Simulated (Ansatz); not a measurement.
The parent structure is GaN in the wurtzite structure (space group P6_3mc, No. 186).

```
GaN
1.0
    3.18258     0.00000     0.00000
   -1.59129     2.75619     0.00000
    0.00000     0.00000     5.18543
Ga N
2 2
Cartesian
  0.00000   1.83746   0.00100
  1.59129   0.91873   2.59372
  0.00000   1.83746   1.95390
  1.59129   0.91873   4.54662
```

Cartesian axes are those of the cell as printed.

All numbers come from Kohn–Sham DFT with the PBEsol functional, run in Ansatz (an electronic-structure program) with PAW and 420 eV plane waves, without spin-orbit coupling.

Perturbation: the cell is scaled by 1.0060 in all directions, atoms relaxed at fixed cell.

Predict the stress tensor and what it implies for the stiffness.

Stress of the strained cell less that of the base (GPa, compression positive):
```
  -3.26    0.00    0.00
   0.00   -3.26    0.00
   0.00    0.00   -3.24
```

Then B = −ΔP/(ΔV/V₀) with ΔV/V₀ = 0.0181 gives secant stiffness values (nonlinear terms included at this strain): B (at held cell shape, above the free-shape value) ≈ 180 GPa.

Stability against distortions was not tested.
